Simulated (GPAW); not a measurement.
## σxx against uniaxial strain in bcc Ta (space group 229): C11 (GPAW, PBEsol)

```xyz
1
Lattice="-1.6168 1.6415 1.6415 1.6168 -1.6415 1.6415 1.6168 1.6415 -1.6415" Properties=species:S:1:pos:R:3 pbc="T T T"
Ta     0.0000     0.0000     0.0000
```

Level of theory: PBEsol, GPAW PAW datasets PBEsol (made by gpaw-setup) (plane waves; GPAW). Settings: mode = pw; ecut = 585 eV; xc = PBEsol; kpts = 38 38 38; mesh shift (steps) = 0 0 0; occupations.name = fermi-dirac; occupations.width = 0.05 eV; nbands = -7; convergence.density = 1e-06 e/electron; convergence.energy = 1e-06 eV/electron; symmetry.symmorphic = false; symmetry.tolerance = 0.0005; maxiter = 120. The cell above is the first row's. The rows stretch one cube axis (x) by the strain ε and hold the other two. Stress is positive in tension. In all rows the k mesh is held.

```csv
ε (%),σxx (GPa)
-1.5,-4.49
-1.0,-2.96
-0.5,-1.48
0.0,-0.03
0.5,1.36
1.0,2.72
1.5,4.04
2.0,?
```

The 7 complete rows are fitted with a parabola, σxx against ε. Least squares gives σxx = -0.036 + 2.8421·ε - 0.0843·ε². Residuals (row less fit): -0.001, 0.002, -0.002, 0.006, -0.004, -0.002, 0.003; standard error 0.004 (degrees of freedom: 4). The slope at ε = 0, 2.8421 GPa per cent, gives C11 ≈ 100 × 2.8421 = 284 GPa, for the static lattice.

**Question.** Predict the withheld σxx at ε = 2.0 from the fit, and compare with the calculation.

**Answer.** σxx = -0.036 + 2.8421 × 2.0 - 0.0843 × 2.0² = 5.311 GPa. The calculation gives 5.31 GPa, which the fit meets to the printed digits. The row lies outside the fitted rows, so this is an extrapolation. From the scatter of the fitted rows alone, a prediction at this place has a standard error of 0.008 GPa, so the miss is 0.1 times that.

Carrying the step between the two nearest rows on in a straight line would have given 5.36, off by 0.05; series whose last step already gives the withheld value aren't shown. The reference cell has the volume at which an earlier scan in this program and functional put its minimum by a fit. The unstrained cell stands at a pressure of 0.03 GPa, and the constants belong to that pressure. Spin polarisation is off. Spin-orbit coupling is off. Without a gap such slopes are sensitive to mesh and smearing. Cutoffs and mesh are single choices, not tested for convergence of this quantity. Series with a scatter that would blur these digits, or in which a gap closes, are not shown. Strain series were run only where this level's volume lies within 10 % of a first guess from the measured size.
